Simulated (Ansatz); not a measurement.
Worked sum: energy of one form of GaN over another

Subject: the energy of one form of GaN over another. The value is E(A) − E(B), in meV per atom.

A: GaN (zinc blende, F-43m), 2 atoms in the cell. Conventional cell: a = b = c = 4.5485 Å, α = β = γ = 90.00°.

B: GaN (wurtzite, P6₃mc), 4 atoms in the cell. Conventional cell: a = 3.2184 Å, b = 3.2184 Å, c = 5.2431 Å, α = 90.00°, β = 90.00°, γ = 120.00°.

Setting: static, neutral cells in Ansatz (PAW) whose structures rest at the PBE level. Ansatz (a program for electronic structure) runs with its default PAW set. A dispersion term (D3(BJ), or D4 for r2SCAN) was computed beside these levels and is taken off wherever the name lacks it.

Total energies of the cells in eV, at zero smearing width. They compare only within one column; the weights balance every element.

| cell | atoms | weight | PBE |
|---|---|---|---|
| A: GaN (zinc blende) | 2 | +2 | -4167.90804 |
| B: GaN (wurtzite) | 4 | −1 | -8335.83751 |

PBE: 2 × (-4167.90804) − (-8335.83751) = 0.021 eV; dividing by 4 atoms gives 5 meV/atom.

What follows from the PBE value: Against the thermal energy at 300 K, k_BT = 25.9 meV, the difference of 5.4 meV per atom is 0.21 k_BT. To turn the order at 1000 K, where k_BT = 86.2 meV, the higher one would need 0.063 k_B per atom more entropy.
